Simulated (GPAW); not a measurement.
# A short convergence ladder for Ti₃Zn (I4mm, 4 atoms in the cell)

```
CELL_PARAMETERS angstrom
     -1.96921     1.96921     4.20397
      1.96921    -1.96921     4.20397
      1.96921     1.96921    -4.20397
ATOMIC_POSITIONS crystal
  Ti 0.75000 0.25000 0.50000
  Ti 0.25000 0.75000 0.50000
  Ti 0.50595 0.50595 0.00000
  Zn 0.00000 0.00000 0.00000
```
Moments meant for the start (each program seeds them in its own way; μB, in the order of the atoms Ti Ti Ti Zn): 1.0 1.0 1.0 0.0.

Base method: PBEsol, GPAW PAW datasets PBEsol (made by gpaw-setup) (plane waves; GPAW).

Base settings: spinpol = true; mode = pw; ecut = 850 eV; xc = PBEsol; kpts = 4 4 4; mesh shift (steps) = 0 0 0; occupations.name = fermi-dirac; occupations.width = 0.1 eV; nbands = -12; convergence.forces = 0.001 eV/Å.

The count of work is k-points × plane waves × bands × iterations; it is no time. 

**The plane-wave cutoff**

The second cell is the first with its lattice scaled by 0.98.

The mesh stays at the base's, so the ladder's end is converged at best in this setting alone.

Only quantities that move along the ladder and can be compared are tabulated.

| ecut | free energy less the last step's (meV/atom) | energy of the compressed cell less the first (meV/atom) | pressure (GPa) | count of work / last |
|---|---|---|---|---|
| 300 eV | 283.68 | -4.81 | -9.48 | 0.13 |
| 380 eV | 103.24 | -4.58 | -7.37 | 0.20 |
| 510 eV | 43.48 | -3.92 | -4.47 | 0.35 |
| 850 eV | 0.00 | -4.03 | -4.22 | 1.0 |

Coarsest ecut that holds the free energy within 5 meV/atom: not settled: the last two steps still differ by 43 meV/atom, over half the tolerance, so the ladder does not show it.

Coarsest ecut that holds the pressure within 1 GPa of the last step, with all finer ones: 510 eV, at 0.35 of the last step's count of work; the step before is off by 3.2 GPa.

Coarsest ecut that holds the energy of the compressed cell less the first within 0.5 meV/atom of the last step, with all finer ones: 510 eV, at 0.35 of the last step's count of work; the step before is off by 0.55 meV/atom.

At the lowest cutoff the pressure lies 5.3 GPa under the last step's, the usual sign of Pulay stress in an incomplete plane-wave basis.

On the base run: the starting cell comes from a database of computed structures (which also holds hypothetical and non-ambient phases and stackings), without a prior relaxation at this level. Its lattice was rescaled by up to half a per cent. One atom was moved a little off its site on purpose. The starting moments vanished: the run ended non-magnetic. In the base run, with a pressure of about -4 GPa the cell is away from its equilibrium volume at this level. Without a gap this mesh is coarse (it stands for a supercell whose shortest vector is 16 Å).
